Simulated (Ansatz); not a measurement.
Consider GaN in the CsCl type structure (space group Pm-3m, No. 221; a = 2.703 Å; a hypothetical phase, not in the database extracts checked; relaxed with 0.1 eV smearing). Axes: x, y, z lie along the cube axes.

Method: PBEsol in Ansatz (plane waves to 420 eV, PAW, no spin-orbit coupling).

A first run, uniaxial strain ε_yy = −1.49 %, gives secant values C11 ≈ 300 GPa and C12 ≈ 120 GPa from its stress. A second run applies isotropic strain −1.33 %.

Task: What does linear elasticity predict for the bulk modulus −ΔP/(ΔV/V₀) in the second run, and what does the run give?

Result: Linear elasticity: (C11 + 2 C12)/3 = 180 GPa. The run gives 190 GPa; any difference comes from nonlinear terms at these strains and numerical noise.

No phonon test of stability was made. The final runs are not spin-polarised.

Ansatz is a quantum-chemistry and plane-wave program.
